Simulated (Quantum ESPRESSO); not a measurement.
## Quick settings and what they miss: SrSn₃Pd (I4mm, 5 atoms in the cell)

Self-consistent single point.

```yaml
crystal:
  lattice:
    - [-2.39596, 2.39596, 5.69532]
    - [2.39596, -2.39596, 5.69532]
    - [2.39596, 2.39596, -5.69532]
  atoms:
    - { symbol: Sr, position: [0.99695, 0.99695, 0.00000] }
    - { symbol: Sn, position: [0.41127, 0.41127, 0.00000] }
    - { symbol: Sn, position: [0.24569, 0.74569, 0.50000] }
    - { symbol: Sn, position: [0.74569, 0.24569, 0.50000] }
    - { symbol: Pd, position: [0.64087, 0.64087, 0.00000] }
```

Computed with LDA (PZ), GBRV 1.5 ultrasoft (LDA) pseudopotentials (plane waves; Quantum ESPRESSO).

Base settings: ecutwfc = 40 Ry; ecutrho = 320 Ry; occupations = smearing; smearing = cold; degauss = 0.0099958 Ry; potentials = {Sr: sr_lda_v1.uspp.F.UPF, Sn: sn_lda_v1.4.uspp.F.UPF, Pd: pd_lda_v1.4.uspp.F.UPF}; K_POINTS = automatic 7 7 7 0 0 0; conv_thr = 1e-10 Ry.

Tight run (finer mesh or higher cutoff; not a proven limit): ecutwfc: 40 Ry → 56 Ry; ecutrho: 320 Ry → 448 Ry; conv_thr: 1e-10 Ry → 7.3e-11 Ry; K_POINTS: automatic 7 7 7 0 0 0 → automatic 10 10 10 0 0 0. It gave Fermi level (on the code's own zero) 11.01 eV; pressure -3.68 GPa; largest force (vector length) 0.087 eV/Å.

Quick runs, as changes from the base:
- A: the base itself
- B: ecutwfc: 40 Ry → 32 Ry; ecutrho: 320 Ry → 256 Ry; smearing: cold → gauss; conv_thr: 1e-10 Ry → 7.3e-06 Ry; K_POINTS: automatic 7 7 7 0 0 0 → automatic 2 2 2 1 1 1
- C: ecutwfc: 40 Ry → 24 Ry; ecutrho: 320 Ry → 192 Ry; smearing: cold → fd; conv_thr: 1e-10 Ry → 7.3e-06 Ry; K_POINTS: automatic 7 7 7 0 0 0 → automatic 1 1 1 0 0 0
- D: ecutwfc: 40 Ry → 20 Ry; ecutrho: 320 Ry → 160 Ry; smearing: cold → mp; degauss: 0.0099958 Ry → 0.019992 Ry; conv_thr: 1e-10 Ry → 7.3e-05 Ry; K_POINTS: automatic 7 7 7 0 0 0 → automatic 8 8 8 1 1 1
- E: ecutwfc: 40 Ry → 24 Ry; ecutrho: 320 Ry → 192 Ry; smearing: cold → fd; degauss: 0.0099958 Ry → 0.036749 Ry; conv_thr: 1e-10 Ry → 7.3e-06 Ry; K_POINTS: automatic 7 7 7 0 0 0 → automatic 6 6 6 0 0 0
- F: ecutwfc: 40 Ry → 20 Ry; ecutrho: 320 Ry → 160 Ry; smearing: cold → fd; K_POINTS: automatic 7 7 7 0 0 0 → automatic 4 4 4 0 0 0

Energies are extrapolated to zero smearing width, which holds to low order in the width alone (under cold and Methfessel-Paxton smearing the free energy itself is taken).

Dashes: pressure of B, C, D, E, not trusted under this conv_thr with d or f elements; time of B, C, under 30 s.

The count of work is k-points × plane waves × bands × iterations; it is no time. Core times come from one kind of shared machine and are given to one figure; runs under 30 s give none.

The starting cell comes from a database of computed structures (which also holds hypothetical and non-ambient phases and stackings), without a prior relaxation at this level. Its lattice was rescaled by a random factor within 2.5 % of one. Spin polarisation is off. In the base run, with a pressure of about -3 GPa the cell is away from its equilibrium volume at this level.

| run | energy less tight (meV/atom) | pressure less tight (GPa) | largest miss in a force vector (eV/Å) | count of work / tight | core time / tight (rough) |
|---|---|---|---|---|---|
| A | 83.8 | 0.50 | 0.038 | 0.24 | 0.3 |
| B | 221.6 | – | 0.860 | 0.0100 | – |
| C | 2738.9 | – | 0.707 | 0.0019 | – |
| D | 4754.2 | – | 0.316 | 0.076 | 0.1 |
| E | 1876.9 | – | 0.055 | 0.065 | 0.09 |
| F | 4731.0 | -89.06 | 0.185 | 0.029 | 0.05 |

Among the runs at the tight run's level, the energy misses run from 83.8 to 4754.2 meV/atom.
